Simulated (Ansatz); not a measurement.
Given:

Host crystal: monoclinic HfO2, with a band gap (PBE, scalar-relativistic without spin-orbit coupling).

End structure of CO on the 1x1 (100) surface of monoclinic HfO2 (cut with top plane 2 O), one in a 1x1 cell, started at the site 'bridge O-O (span 5.2 Å)':

```yaml
crystal:
  lattice:
    - [5.21201, 0.00000, 0.00000]
    - [0.00000, 5.35246, 0.00000]
    - [0.00000, 0.00000, 28.50000]
  atoms:
    - { symbol: O, position: [0.18629, 0.86339, 0.33630] }
    - { symbol: O, position: [0.31371, 0.36339, 0.33630] }
    - { symbol: Hf, position: [0.07292, 0.16028, 0.37287] }
    - { symbol: Hf, position: [0.42708, 0.66028, 0.37287] }
    - { symbol: O, position: [0.73895, 0.90072, 0.39944] }
    - { symbol: O, position: [0.76105, 0.40072, 0.39944] }
    - { symbol: O, position: [0.24321, 0.43921, 0.42373] }
    - { symbol: O, position: [0.25679, 0.93921, 0.42373] }
    - { symbol: Hf, position: [0.55357, 0.17504, 0.45058] }
    - { symbol: Hf, position: [0.94643, 0.67504, 0.45058] }
    - { symbol: O, position: [0.66702, 0.50181, 0.48738] }
    - { symbol: O, position: [0.83298, 0.00181, 0.48738] }
    - { symbol: O, position: [0.16738, 0.67402, 0.51264] }
    - { symbol: O, position: [0.33395, 0.17346, 0.51262] }
    - { symbol: Hf, position: [0.05193, 0.00023, 0.54935] }
    - { symbol: Hf, position: [0.44671, 0.50042, 0.54950] }
    - { symbol: O, position: [0.74311, 0.73971, 0.57670] }
    - { symbol: O, position: [0.75833, 0.23947, 0.57674] }
    - { symbol: O, position: [0.23926, 0.27176, 0.60003] }
    - { symbol: O, position: [0.25770, 0.77394, 0.60088] }
    - { symbol: Hf, position: [0.56675, 0.01361, 0.62548] }
    - { symbol: Hf, position: [0.92524, 0.51349, 0.62968] }
    - { symbol: O, position: [0.67571, 0.30935, 0.66439] }
    - { symbol: O, position: [0.79331, 0.80956, 0.66528] }
    - { symbol: C, position: [0.16963, 0.48398, 0.70469] }
    - { symbol: O, position: [0.23286, 0.48526, 0.74264] }
```

Model: 26-atom slab, 9.3 Å thick at the start under the adsorbate (thin: gaps and levels are the slab's own), 4x4x1 mesh, Fermi-Dirac 0.01 eV, dipole correction, single point; no symmetry held, on the structure that PBE left; no spin, no spin-orbit, no U, no dispersion correction. At the end it is bonded to Hf. In PBE it is, or lies within 0.03 eV of, the lowest of the starts that converged; the order may differ at this level.

A negative adsorption energy means that the adsorbate is more stable on the surface than in its reference.

Question: Estimate the adsorption energy against CO(g) at the same level that Ansatz (a program for electronic structure) with r2SCAN, at the PBE geometry returns for this input.

Answer: -0.66 eV

Question: Estimate the highest filled level below the top vacuum level that r2SCAN, at the PBE geometry returns for this input.

Answer: 6.74 eV

Question: Predict the gap of the slab on its k-mesh from r2SCAN, at the PBE geometry.

Answer: 3.45 eV

Question: Estimate the change of the step from the bottom to the top vacuum level, against the clean slab that r2SCAN, at the PBE geometry returns for this input.

Answer: -0.83 eV
